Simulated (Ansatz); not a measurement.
Take Ta₂O₅ (space group C2, No. 5; a = 5.924 Å, b = 5.076 Å, c = 5.749 Å, α = 90.00°, β = 117.45°, γ = 90.00°; a cell from a computed database, its experimental status unchecked) as the base.

The change: a hydrostatic pressure of 3 GPa.

Levels (all Ansatz, a quantum-chemistry and plane-wave program, PAW): PBEsol (420 eV, no spin-orbit coupling); PBEsol+SOC (420 eV, spin-orbit coupling included).

The geometry is relaxed with PBEsol.

| Quantity | Result |
|---|---|
| PBEsol lowest conduction level above the VBM at special points | V₂ 2.31 eV; Y₂ 2.76 eV; M₂ 2.76 eV; C₂ 2.77 eV |
| PBEsol smallest direct gap | 2.76 eV |
| PBEsol pressure | 2.99 GPa |
| PBEsol gap character | indirect, M₂ → V₂ |

### Question
How does going to PBEsol+SOC change the lowest conduction level above the VBM at special points, smallest direct gap, pressure and gap character?

### Answer
The lowest conduction level above the VBM at special points becomes V₂ 2.30 eV; Y₂ 2.67 eV; M₂ 2.75 eV; C₂ 2.66 eV (PBEsol: V₂ 2.31 eV; Y₂ 2.76 eV; M₂ 2.76 eV; C₂ 2.77 eV); the smallest direct gap shrinks by 0.11 eV, from 2.76 eV to 2.65 eV; the pressure shrinks by 0.30 GPa to 2.69 GPa; the gap character remains indirect, M₂ → V₂.

Single points use the geometry relaxed with PBEsol. Differences between runs with and without spin-orbit coupling are approximate. Spin-orbit coupling, missing from the scalar runs, can matter with Ta. Load acts through the strain it causes; cell and atoms are relaxed under it. Stability against distortions was not tested.
